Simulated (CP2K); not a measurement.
Band structure of CaZn₂P₂ (P-3m1, 5 atoms in the cell).

```yaml
crystal:
  lattice:
    - [4.01543, 0.00000, 0.00000]
    - [-2.00772, 3.47746, 0.00000]
    - [0.00000, 0.00000, 6.81288]
  atoms:
    - { symbol: Ca, position: [0.00000, 0.00000, 0.00000] }
    - { symbol: Zn, position: [0.33333, 0.66667, 0.63328] }
    - { symbol: Zn, position: [0.66667, 0.33333, 0.36672] }
    - { symbol: P, position: [0.66667, 0.33333, 0.73625] }
    - { symbol: P, position: [0.33333, 0.66667, 0.26375] }
```

Level of theory: LDA (Pade form), GPW, DZVP-MOLOPT-SR-GTH basis, GTH-PADE potentials (GTH_POTENTIALS) run with CP2K.

Settings: CUTOFF = 600 Ry; REL_CUTOFF = 50 Ry; SMEAR/METHOD = FERMI_DIRAC; ELECTRONIC_TEMPERATURE = 580.23 K; KPOINTS/SCHEME = MONKHORST-PACK 8 8 4; GAMMA_CENTERED = T; XC_FUNCTIONAL = PADE; Ca/BASIS_SET = DZVP-MOLOPT-SR-GTH-q10; Ca/POTENTIAL = GTH-PADE-q10; Zn/BASIS_SET = DZVP-MOLOPT-SR-GTH-q12; Zn/POTENTIAL = GTH-PADE-q12; P/BASIS_SET = DZVP-MOLOPT-SR-GTH-q5; P/POTENTIAL = GTH-PADE-q5; METHOD = GPW.

The starting cell comes from a database of computed structures (which also holds hypothetical and non-ambient phases and stackings), without a prior relaxation at this level. Values carry the incompleteness of an atom-centred basis.

Task: Predict the gap along the standard path and the places of the band edges.

Result: The gap along the path is 0.71 eV, from Γ to M; the smallest direct gap on it is 0.88 eV.

Levels in eV from the top of the valence band on the SCF mesh, bands 19 to 23:
```tsv
point	19	20	21	22	23
Γ	-1.39	-0.07	0.00	0.00	0.88
M	-3.26	-2.58	-2.34	-1.56	0.71
K	-4.60	-2.58	-2.58	-2.46	2.88
A	-0.88	-0.88	-0.80	-0.80	0.89
L	-2.82	-2.75	-1.28	-1.22	1.02
H	-4.23	-3.08	-1.96	-1.96	2.01
```

Higher empty bands are left out: an atom-centred basis made for the valence describes them poorly.
